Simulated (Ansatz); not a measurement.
Base system: CsBr in the CsCl type structure (space group Pm-3m, No. 221; a = 4.323 Å). Axes: x, y, z lie along the cube axes.

All numbers come from Ansatz (a first-principles code), r2SCAN, PAW, cutoff 500 eV, no spin-orbit coupling.

Free-standing slabs (2 atom(s) a layer) normal to [110] with 15 Å of vacuum; in-plane cell held at bulk.

One change was made to it. Results:

```tsv
quantity	base	after
band gap	5.19 eV	4.67 eV
valence-band top at Γ (three highest levels, from the VBM)	–	0.00, 0.00, -0.32 eV
shortest interatomic distance	7.076 bohr	6.973 bohr
gap character	–	direct at Γ
```

### Question
Name the change that was made.
A. 5 layers
B. 2 layers
C. 3 layers
D. 1 layer

### Answer
A, 5 layers. For comparison, the valence-band top at Γ in the other runs: 2 layers gives 0.00, 0.00, -0.23 eV; 3 layers gives 0.00, -0.05, -0.34 eV; 1 layer gives 0.00, -0.57, -0.63 eV.

No phonon test of stability was made. k-point labels follow each cell's own Brillouin zone.
